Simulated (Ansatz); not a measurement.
## CdTe (F-43m): band-edge transport data

Consider the following.

```yaml
crystal:
  lattice:
    - [0.00000, 3.19795, 3.19795]
    - [3.19795, 0.00000, 3.19795]
    - [3.19795, 3.19795, 0.00000]
  atoms:
    - { symbol: Cd, position: [0.00000, 0.00000, 0.00000] }
    - { symbol: Te, position: [0.25000, 0.25000, 0.25000] }
```

These are PBEsol with spin-orbit coupling, rigid bands (plane waves, PAW; Ansatz, an electronic-structure program) values and carry that method's errors. Condition of this run: hydrostatic pressure 2 GPa (the target of the relaxation). Geometry: cell and atoms relaxed with PBEsol, then loaded as said.

| Property | Result |
|---|---|
| band gap | 0.50 eV |
| electron conductivity mass (300 K, dilute) | 0.063 mₑ |
| hole conductivity mass (300 K, dilute) | 0.50 mₑ |
| effective density of states N_c (300 K) | 3.5e17 cm⁻³ |
| effective density of states N_v (300 K) | 1.6e19 cm⁻³ |
| density-of-states mass, electrons | 0.058 mₑ |
| density-of-states mass, holes | 0.74 mₑ |
| Seebeck coefficient, n-type 1e19 cm⁻³, 300 K | -47 μV/K |
| Seebeck coefficient, p-type 1e19 cm⁻³, 300 K | 258 μV/K |
| best p-type power factor at 300 K for τ = 10 fs (best axis; densities from 1e16 to 1e21 cm⁻³ tried, whether or not they can be reached) | 5.0 μW/(cm·K²) at 1e20 cm⁻³ |

Rigid bands; masses and Seebeck coefficients take one relaxation time τ for all states and one kind of carrier; polarons and phonon drag are left out.
